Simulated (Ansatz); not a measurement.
For Pd (model structure, started from the simple cubic type, Pm-3m, No. 221, 1 atom in the cell), PBEsol (Ansatz, an electronic-structure program, PAW) gives:

| Property | Result |
|---|---|
| lattice constant a | 2.566 Å |
| bulk modulus | 149 GPa |
| cohesive energy | 3.84 eV/atom |

**Question.** What does r²SCAN in Ansatz (plane waves, PAW) give for the same quantities?

**Answer.** 
- lattice constant a: 2.588 Å (rises by 0.9 %)
- bulk modulus: 137 GPa (falls by 8.1 %)
- cohesive energy: 3.60 eV/atom (drops by 0.24 eV/atom)

Changes are worked out from the printed values.

Unless a cell is named, each level is at its own relaxed cell (PBEsol 16.89, r²SCAN 17.33 Å³/atom).

The crystal itself was run without spin with PBEsol, r²SCAN; a magnetic state was not tried in these runs.

Caveats: the bulk modulus is −V dP/dV from two relaxed cells at ±2 % in volume (PBEsol, r²SCAN). Ansatz's density-functional and Hartree–Fock values are scalar-relativistic unless marked +SOC, with PAW data made under PBE.

A model structure was made by putting elements into a prototype or built by hand; it is no filed structure, need not be a known phase, and can be a saddle point held by its symmetry.
